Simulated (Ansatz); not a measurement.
Given:

```
CELL_PARAMETERS angstrom
      4.37762     0.00000     0.00000
      0.00000     4.37762     0.00000
      2.18881    -2.18881     2.98905
ATOMIC_POSITIONS crystal
  Sb 0.00000 0.00000 0.00000
  In 0.50000 0.50000 0.00000
```

No spin polarisation.

All numbers come from plane-wave PAW DFT at the PBEsol level (Ansatz, a program for electronic structure, 420 eV), spin-orbit coupling left out. Settings: 13×13×13 k-points, 0.05 eV Fermi–Dirac smearing.

Predict the pressure (mean of the normal stresses, compression positive).

-2.0 GPa.

What band gap does the calculation give?

Zero.

What is the computed space group?

I4/mmm (No. 139).

The cells carry an imposed strain or load. Whether these cells are dynamically stable was not tested. All final runs are without spin polarisation. The cell was made from InSb in the rock salt structure (space group Fm-3m, No. 225; a model cell, its experimental status unchecked) by this change: biaxial strain +2.59 %, plane normal [001], relaxed out of plane. This is not the structure that InSb has at room temperature and ambient pressure.
